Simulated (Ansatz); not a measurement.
Consider Al$_{2}$Au (space group Fm-3m, No. 225; a = 6.0032 Å; relaxed with 0.1 eV smearing). Axes: x, y, z lie along the cube axes.

The values are results of PBEsol, PAW, 420 eV (Ansatz, a program for electronic structure; spin-orbit coupling left out), not measurements.

Base values:

| Item | Result |
|---|---|
| Shortest interatomic distance | 2.599 Å |
| Pressure | 0.0 GPa |

Perturbation: biaxial strain +2.00 %, plane normal [001], relaxed out of plane (Cartesian); in-plane vectors clamped, the third vector and the atoms free.

Task: How does this affect the shortest interatomic distance?

Result: The shortest interatomic distance grows by 0.0153 Å (2.599 Å → 2.615 Å).

Task: What happens to the pressure?

Result: The pressure (mean of the normal stresses, compression positive) goes from zero to -1.8 GPa.

Task: How does this affect the ratio −ε⊥/ε∥?

Result: The ratio −ε⊥/ε∥ is 1.15.

Whether these cells are dynamically stable was not tested.
